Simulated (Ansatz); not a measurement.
## Cu: response to strain

The parent structure is Cu in the fcc (Cu type) structure (space group Fm-3m, No. 225; relaxed with 0.1 eV smearing).

```
Cu
1.0
    0.00000     1.75918     1.75918
    1.75918     0.00000     1.75918
    1.75918     1.75918     0.00000
Cu
1
Direct
  0.00000   0.00000   0.00000
```

Cartesian axes are those of the cell as printed.

Strains are applied to the cell and any free atomic positions relax; under biaxial strain the out-of-plane vector relaxes too.

Computed with LDA in Ansatz (plane waves to 420 eV, PAW, no spin-orbit coupling).

Notes on the quantities. energy relative to the base: free energy F.

| change | energy relative to the base | shortest interatomic distance | out-of-plane strain |
|---|---|---|---|
| base | 0 meV/atom | 4.701 bohr | – |
| biaxial strain −2.50 %, plane normal [111], relaxed out of plane | +17 meV/atom | 4.584 bohr | +1.89 % |
| biaxial strain −2.08 %, plane normal [111], relaxed out of plane | +11 meV/atom | 4.604 bohr | +1.57 % |
| biaxial strain −1.67 %, plane normal [111], relaxed out of plane | +7.2 meV/atom | 4.623 bohr | +1.25 % |
| biaxial strain −1.25 %, plane normal [111], relaxed out of plane | +4.0 meV/atom | 4.643 bohr | +0.94 % |
| biaxial strain −0.83 %, plane normal [111], relaxed out of plane | +1.7 meV/atom | 4.662 bohr | +0.62 % |
| biaxial strain −0.42 %, plane normal [111], relaxed out of plane | (withheld) | (withheld) | (withheld) |
| biaxial strain +0.83 %, plane normal [111], relaxed out of plane | +1.6 meV/atom | 4.695 bohr | -0.62 % |
| biaxial strain +1.67 %, plane normal [111], relaxed out of plane | +6.2 meV/atom | 4.688 bohr | -1.26 % |
| biaxial strain +2.08 %, plane normal [111], relaxed out of plane | +9.5 meV/atom | 4.685 bohr | -1.58 % |

Question: Some entries are withheld; estimate them.

Answer: 
- biaxial strain −0.42 %, plane normal [111], relaxed out of plane, energy relative to the base: +0.4 meV/atom
- biaxial strain −0.42 %, plane normal [111], relaxed out of plane, shortest interatomic distance: 4.682 bohr
- biaxial strain −0.42 %, plane normal [111], relaxed out of plane, out-of-plane strain: +0.31 %

Stability against distortions was not tested. The final runs are not spin-polarised.

Ansatz is a first-principles code.
